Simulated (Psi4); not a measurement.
Psi4 1.11, PBE/def2-svp: Mo(O)(S)(OMe)(SH) (C[O][Mo](=[O])(=[S])[SH]), 10 atoms. The geometry is a generated start, not checked to be a minimum at this level.

```yaml
task: energy
method: pbe
basis: def2-svp
memory: 3 GB
maxiter: 100
keys_of_the_molecule_block: symmetry c1
scf_type: df (default)
guess: auto, which took SAD (default)
scf_initial_accelerator: adiis (default)
e_convergence: 1e-06 (default)
d_convergence: 1e-06 (default)
dft_radial_points: 75 (default)
dft_spherical_points: 302 (default)
effective_core_potentials: those of the basis set, past Kr
basis_functions: 129
grid_points: 215638
```

```xyz
10

Mo     0.4602     1.1624     0.4046
O      1.1182     2.4981    -0.2713
S      1.3743     0.7355     2.3053
O      0.2136    -0.3521    -0.3903
C      0.1251    -1.5349    -1.1059
H     -0.2041    -1.3317    -2.1346
H      1.1103    -2.0221    -1.1302
H     -0.5943    -2.2057    -0.6159
S     -1.6577     1.9859     0.9995
H     -1.9456     1.0646     1.9387
```

Charge 0 and multiplicity 1 are set for this test and not shown to be the ground state.

One run each on 2 threads. Values of diis_max_vecs tried: 3, 6, 10 (default), 20.

Question: Predict the course of the SCF iterations along this series.

Answer: Fewest SCF iterations, within one of each other: 10 (default) with 13, 20 with 14. The count rises to 15 at 6. The run ends without SCF convergence in 100 iterations at 3.

```tsv
diis_max_vecs	SCF iterations	end
3	100	no convergence
6	15	same solution
10 (default)	13	same solution
20	14	same solution
```
